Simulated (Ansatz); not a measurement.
We consider CsCl-type TiCo, described by PBEsol (Ansatz, a first-principles code, PAW).

Settings: plane-wave cutoff 500 eV, 18×14×1 k mesh (along the axes of the cell as run), Fermi–Dirac smearing 0.1 eV, scalar-relativistic PAW data made under PBE.

**Question.** Estimate the surface energy of the (110) face and work function of the (110) face that the calculation returns.

**Answer.** 
surface energy of the (110) face: 1.96 J/m²
work function of the (110) face: 4.18 eV

The slab of 12 atoms is relaxed and unreconstructed.

Computed values are for the static lattice.

Cost on a shared machine: very roughly 30 core-minutes.
